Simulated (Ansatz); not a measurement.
## Pressure series in Si

Consider Si in the diamond structure (space group Fd-3m, No. 227).

```
Si
1.0
    0.00000     2.72203     2.72203
    2.72203     0.00000     2.72203
    2.72203     2.72203     0.00000
Si
2
Cartesian
  2.72203   2.72203   2.72203
  4.08304   4.08304   4.08304
```

Cell and atoms are relaxed at each pressure.

Computed with r2SCAN (Ansatz, an electronic-structure program, PAW, no SOC), earlier PAW set.

Candidates:
(a) pressure −2 GPa
(b) pressure 7 GPa
(c) pressure 15 GPa
(d) pressure 3 GPa

Before the change:

```
Property                        Result
-----------------------------  -------
Width of the top valence band  4.00 eV
```

Order them by width of the top valence band, lowest first.

(a) pressure −2 GPa (3.91 eV), (d) pressure 3 GPa (4.13 eV), (b) pressure 7 GPa (4.29 eV), (c) pressure 15 GPa (4.56 eV)

The levels and masses belong to the bands next to the band gap. Load acts through the strain it causes; cell and atoms are relaxed under it. Stability against distortions was not tested. Measured, Si leaves this structure (for the β-tin structure) near 12 GPa (room temperature; as listed in arXiv:1906.07825).
